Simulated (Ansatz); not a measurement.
Consider CoSi₂ (space group Fm-3m, No. 225; a = 5.315 Å; non-magnetic).

Structures relaxed with r2SCAN (Ansatz, an electronic-structure program, PAW, scalar-relativistic without spin-orbit coupling).

Base:

Simulated powder pattern, Co Kα, λ = 1.79026 Å (kinematic, ideal powder, no thermal factors, no anomalous dispersion; the 14 strongest lines at most, above 2 %, up to 2θ = 90°):

```json
[
 {"2θ (°)": "33.92", "I/Imax (%)": "82", "hkl": "(111)"},
 {"2θ (°)": "56.90", "I/Imax (%)": "100", "hkl": "(220)"},
 {"2θ (°)": "67.92", "I/Imax (%)": "31", "hkl": "(311)"},
 {"2θ (°)": "84.70", "I/Imax (%)": "16", "hkl": "(400)"}
]
```

After one change:

Simulated powder pattern, Co Kα, λ = 1.79026 Å (kinematic, ideal powder, no thermal factors, no anomalous dispersion; the 14 strongest lines at most, above 2 %, up to 2θ = 90°):

```tsv
2θ (°)	I/Imax (%)
34.83	83
58.52	100
69.93	31
87.45	16
```

Q: Which change produced these results?
A. pressure −2 GPa
B. pressure 18 GPa
C. pressure 30 GPa
D. pressure 45 GPa

A: B, pressure 18 GPa. Its volume per atom is 11.58 Å³ against 12.51 Å³, and its space group is Fm-3m (No. 225).

Load acts through the strain it causes; cell and atoms are relaxed under it. Stability against distortions was not tested. Competing high-pressure phases were not computed. Starting moments died away, wholly or in part, for the base; another magnetic solution may exist. The final runs are not spin-polarised. An odd electron count without spin: CoSi2.
